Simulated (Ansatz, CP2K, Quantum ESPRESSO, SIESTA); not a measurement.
**Code comparison for Ca₃Mg (P1, 4 atoms in the cell)**

Self-consistent single point, at a second geometry (atoms moved at random). First geometry:

```
CELL_PARAMETERS angstrom
     -2.69950     2.69950     5.41182
      2.69950    -2.69950     5.41182
      2.69950     2.69950    -5.41182
ATOMIC_POSITIONS crystal
  Ca 0.50000 0.50000 0.00000
  Ca 0.25000 0.75000 0.50000
  Ca 0.75000 0.25000 0.50000
  Mg 0.00000 0.00000 0.00000
```

Second geometry:
```xyz
4
Lattice="-2.6995 2.6995 5.4118 2.6995 -2.6995 5.4118 2.6995 2.6995 -5.4118" Properties=species:S:1:pos:R:3 pbc="T T T"
Ca    -0.0275     0.0078     5.4728
Ca     2.7323    -0.0012     2.7569
Ca    -0.0123     2.6611     2.6334
Mg     0.0070     0.0318    -0.0395
```

Shared settings, as Ansatz (a program for electronic structure) writes them: kpoints.mp_grid.grid = 7 7 7; scf.occupations.method = fermi_dirac; scf.occupations.width = 0.05 eV. Potentials and cutoffs stand in the table.

```json
[
 {"code": "CP2K", "model": "LDA (Pade form), GPW, DZVP-MOLOPT-SR-GTH basis, GTH-PADE potentials (GTH_POTENTIALS)", "ΔF from the first geometry (meV/atom)": "4.5", "pressure (GPa)": "-2.18", "largest force (eV/Å)": "–", "cutoff": "grid 1000 Ry"},
 {"code": "Ansatz", "model": "LDA (PW92), PAW files made with PBE", "ΔF from the first geometry (meV/atom)": "3.8", "pressure (GPa)": "-2.81", "largest force (eV/Å)": "0.176", "cutoff": "420 eV"},
 {"code": "SIESTA", "model": "LDA PW92, numerical atomic orbitals DZP, PseudoDojo LDA standard norm-conserving potentials (rewritten from UPF to PSML)", "ΔF from the first geometry (meV/atom)": "7.0", "pressure (GPa)": "0.68", "largest force (eV/Å)": "0.309", "cutoff": "grid 350 Ry"},
 {"code": "Quantum ESPRESSO", "model": "LDA (PZ), GBRV 1.5 ultrasoft (LDA) pseudopotentials", "ΔF from the first geometry (meV/atom)": "3.8", "pressure (GPa)": "-2.82", "largest force (eV/Å)": "0.176", "cutoff": "40 Ry"}
]
```

Size of the force on each atom (eV/Å): Sizes of forces hide their directions.

```csv
code,Ca1,Ca2,Ca3,Mg4
Ansatz,0.176,0.092,0.161,0.046
SIESTA,0.309,0.162,0.300,0.091
Quantum ESPRESSO,0.176,0.092,0.160,0.047
```

A dash marks a value that a program does not give, or that is left out as unsure.

The spread over the programs that give each value: ΔF from the first geometry within 3.2 meV/atom; pressure within 3.50 GPa; largest force within 0.133 eV/Å.

CP2K and SIESTA use small atom-centred bases, whose incompleteness enters pressures, forces and empty levels differently from a plane-wave cutoff. Ansatz's pressure is given at a fixed set of plane waves, as the other plane-wave codes print theirs. The same LDA comes in different parametrisations, which differ slightly. In the pressure, SIESTA (by 3.50) lies more than 1 GPa from the median of the plane-wave programs. In the force vectors, SIESTA (by 0.139) lies more than 0.08 eV/Å from the median of the plane-wave programs.

The starting cell comes from a database of computed structures (which also holds hypothetical and non-ambient phases and stackings), without a prior relaxation at this level. Its lattice was rescaled by a random factor within 2.5 % of one. For this run, on top of that: atoms moved at random.

Keys are those of Ansatz 0.2.
